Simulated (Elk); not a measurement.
## Input and output of a self-consistent single point for SrIr2 (Fd-3m, 6 atoms in the cell) (Elk)

Computed with Elk with LDA (PW92), all-electron FP-LAPW, Elk's shipped species files, LAPW+lo basis.

This input was run:

```
tasks
  0

rgkmax
  7.5

gmaxvr
  16.0

nxoapwlo
  1

stype
  0

swidth
  0.00499791

maxscl
  100

scale
  1.889726125

avec
    0.0000000000    3.8239000000    3.8239000000
    3.8239000000    0.0000000000    3.8239000000
    3.8239000000    3.8239000000    0.0000000000

sppath
  'species/'

atoms
  2
  'Sr.in'
  2
  0.2500000000  0.2500000000  0.2500000000    0.0 0.0 0.0
  0.0000000000  0.0000000000  0.0000000000    0.0 0.0 0.0
  'Ir.in'
  4
  0.6250000000  0.1250000000  0.6250000000    0.0 0.0 0.0
  0.6250000000  0.6250000000  0.6250000000    0.0 0.0 0.0
  0.1250000000  0.6250000000  0.6250000000    0.0 0.0 0.0
  0.6250000000  0.6250000000  0.1250000000    0.0 0.0 0.0

ngridk
  9 9 9
```

Output, abridged:

```
│ Elk code version 10.2.4 │

All units are atomic (Hartree, Bohr, etc.)

│ Ground-state run starting from atomic densities │

Lattice vectors :
   0.000000000       7.226123729       7.226123729
   7.226123729       0.000000000       7.226123729
   7.226123729       7.226123729       0.000000000

Unit cell volume      :    754.6510423
Brillouin zone volume :   0.3286952506

Muffin-tin inner radius fraction :   0.1000000000E-01

Nuclei treated as point charges

Species :    1 (Sr)
 parameters loaded from : Sr.in
 name : strontium
 nuclear charge    :   -38.00000000
 electronic charge :    38.00000000
 atomic mass :    159721.4890
 muffin-tin radius :    2.600000000
 number of radial points in muffin-tin :    597
 atomic positions (lattice), magnetic fields (Cartesian) :
   1 :   0.12500000  0.12500000  0.12500000    0.00000000  0.00000000  0.00000000
   2 :  -0.12500000 -0.12500000 -0.12500000    0.00000000  0.00000000  0.00000000

Species :    2 (Ir)
 parameters loaded from : Ir.in
 name : iridium
 nuclear charge    :   -77.00000000
 electronic charge :    77.00000000
 atomic mass :    350390.1559
 muffin-tin radius :    2.529820545
 number of radial points in muffin-tin :    697
 atomic positions (lattice), magnetic fields (Cartesian) :
   1 :   0.50000000  0.00000000  0.50000000    0.00000000  0.00000000  0.00000000
   2 :   0.50000000  0.50000000  0.50000000    0.00000000  0.00000000  0.00000000
   3 :   0.00000000  0.50000000  0.50000000    0.00000000  0.00000000  0.00000000
   4 :   0.50000000  0.50000000  0.00000000    0.00000000  0.00000000  0.00000000

Total number of atoms per unit cell :    6

Spin treatment :
 spin-unpolarised

Number of Bravais lattice symmetries :   48
Number of crystal symmetries         :   48
Crystal has inversion symmetry
Real symmetric eigensolver will be used

k-point grid :      9     9     9
k-point offset :    0.000000000       0.000000000       0.000000000
k-point set is reduced with full crystal symmetry group
Total number of k-points :       35

Muffin-tin radius times maximum |G+k| :    7.500000000
 using average radius
Maximum |G+k| for APW functions       :    2.937474450
Maximum (1/2)|G+k|²                   :    4.314378072
Maximum |G| for potential and density :    16.00000000
 potential will be trimmed for |G| > 2 gkmax
Constant for pseudocharge density :   10
Radial integration step length :    4

G-vector grid sizes :     54    54    54
Number of G-vectors :    51913

Maximum angular momentum used for
 APW functions                      :    8
 outer part of muffin-tin           :    6
 inner part of muffin-tin           :    1

Total nuclear charge    :   -384.0000000
Total core charge       :    248.0000000
Total valence charge    :    136.0000000
Total excess charge     :    0.000000000
Total electronic charge :    384.0000000

Effective Wigner radius, rₛ :   0.7770377428

Number of empty states         :   24
Total number of valence states :   92
Total number of core states    :  248

Total number of local-orbitals :  140

Exchange-correlation functional :      3     0     0
 Perdew-Wang/Ceperley-Alder, Phys. Rev. B 45, 13244 (1992)
 gradient requirement :    0
 local density approximation (LDA)

Smearing type :    0
 Gaussian
Smearing width :   0.4997910000E-02
Effective electronic temperature (K) :    1578.215154

Mixing type :    3
 Broyden mixing, J. Phys. A: Math. Gen. 17, L317 (1984)

Kohn-Sham potential initialised from atomic data

│ Self-consistent loop started │
│ Loop number : 1 │
 total energy                :     -77760.2212933
│ Loop number : 2 │
 total energy                :     -77760.9227338
RMS change in Kohn-Sham potential (target) :   0.8600515574E-01 (  0.1000000000E-05)
Absolute change in total energy (target)   :   0.7014404519     (  0.1000000000E-03)
│ Loop number : 3 │
 total energy                :     -77761.2131440
RMS change in Kohn-Sham potential (target) :   0.8308788307E-01 (  0.1000000000E-05)
Absolute change in total energy (target)   :   0.4657703420     (  0.1000000000E-03)
│ Loop number : 4 │
 total energy                :     -77760.6783456
RMS change in Kohn-Sham potential (target) :   0.7980339908E-01 (  0.1000000000E-05)
Absolute change in total energy (target)   :   0.4183558159     (  0.1000000000E-03)
│ Loop number : 5 │
 total energy                :     -77752.8852856
RMS change in Kohn-Sham potential (target) :   0.4375663348E-01 (  0.1000000000E-05)
Absolute change in total energy (target)   :    7.897649017     (  0.1000000000E-03)
│ Loop number : 6 │
 total energy                :     -77747.2960019
RMS change in Kohn-Sham potential (target) :   0.1331034028E-01 (  0.1000000000E-05)
Absolute change in total energy (target)   :    7.563695917     (  0.1000000000E-03)
│ Loop number : 7 │
 total energy                :     -77744.8534313
RMS change in Kohn-Sham potential (target) :   0.2610095105E-03 (  0.1000000000E-05)
Absolute change in total energy (target)   :    4.333494543     (  0.1000000000E-03)
│ Loop number : 8 │
 total energy                :     -77744.7538373
RMS change in Kohn-Sham potential (target) :   0.1384976636E-03 (  0.1000000000E-05)
Absolute change in total energy (target)   :    1.182967695     (  0.1000000000E-03)
│ Loop number : 9 │
 total energy                :     -77744.7216980
RMS change in Kohn-Sham potential (target) :   0.5442152971E-04 (  0.1000000000E-05)
Absolute change in total energy (target)   :   0.3278811676     (  0.1000000000E-03)
│ Loop number : 10 │
 total energy                :     -77744.7112493
RMS change in Kohn-Sham potential (target) :   0.2456443142E-04 (  0.1000000000E-05)
Absolute change in total energy (target)   :   0.9241903310E-01 (  0.1000000000E-03)
│ Loop number : 11 │
 total energy                :     -77744.7056485
RMS change in Kohn-Sham potential (target) :   0.8588563049E-05 (  0.1000000000E-05)
Absolute change in total energy (target)   :   0.2870553901E-01 (  0.1000000000E-03)
│ Loop number : 12 │
 total energy                :     -77744.7071900
RMS change in Kohn-Sham potential (target) :   0.4743756262E-06 (  0.1000000000E-05)
Absolute change in total energy (target)   :   0.5634893620E-02 (  0.1000000000E-03)
│ Loop number : 13 │
 total energy                :     -77744.7072146
RMS change in Kohn-Sham potential (target) :   0.1052330336E-06 (  0.1000000000E-05)
Absolute change in total energy (target)   :   0.1384137475E-02 (  0.1000000000E-03)
│ Loop number : 14 │
 total energy                :     -77744.7072393
RMS change in Kohn-Sham potential (target) :   0.3974879955E-07 (  0.1000000000E-05)
Absolute change in total energy (target)   :   0.3213387099E-03 (  0.1000000000E-03)
│ Loop number : 15 │
 total energy                :     -77744.7072319
RMS change in Kohn-Sham potential (target) :   0.3111092515E-07 (  0.1000000000E-05)
Absolute change in total energy (target)   :   0.8767568215E-04 (  0.1000000000E-03)
Convergence targets achieved

│ Loop number : 16 │

Energies :
 Fermi                       :     0.360384657885
 sum of eigenvalues          :     -47543.9842566
 electron kinetic            :      87887.9311904
 core electron kinetic       :      84725.0942642
 Coulomb                     :     -164073.266118
 Coulomb potential           :     -133362.304293
 nuclear-nuclear             :     -5653.05765854
 electron-nuclear            :     -183478.112626
 Hartree                     :      25057.9041663
 Madelung                    :     -97392.1139715
 xc potential                :     -2069.61115365
 exchange                    :     -1520.26480181
 correlation                 :     -39.1075132874
 total energy                :     -77744.7072429

Density of states at Fermi energy :    182.1801833
 (states/Hartree/unit cell)

Estimated indirect band gap :   0.3784755114E-03
 from k-point     29 to k-point     30
Estimated direct band gap   :   0.1876310724E-02
 at k-point      9

Charges :
 core                        :    248.0000000
 valence                     :    136.0000000
 interstitial                :    9.287127363
 muffin-tins (core leakage)
  species :    1 (Sr)
   atom    1                 :    36.18889169     (  0.2957276041E-04)
   atom    2                 :    36.18889169     (  0.2957276041E-04)
  species :    2 (Ir)
   atom    1                 :    75.58377231     (  0.9655451365E-03)
   atom    2                 :    75.58377231     (  0.9655451365E-03)
   atom    3                 :    75.58377231     (  0.9655451365E-03)
   atom    4                 :    75.58377231     (  0.9655451365E-03)
 total in muffin-tins        :    374.7128726
 total calculated charge     :    383.9852193
 total charge                :    384.0000000
 error                       :   0.1478066297E-01

│ Self-consistent loop stopped │
```

The run converged in 16 iterations. The count includes the last loop, which Elk runs after its targets are met.

The starting cell comes from a database of computed structures (which also holds hypothetical and non-ambient phases and stackings), without a prior relaxation at this level. Its lattice was rescaled by a random factor within 2.5 % of one. Spin-orbit coupling is off. Spin polarisation is off. Values depend on the basis (sphere radii, cutoffs, local orbitals), which need not be converged. The log's line on a gap gives a spacing of levels on this mesh, which the program prints for metals too.

Cost on one core of a shared machine: roughly 3 min.
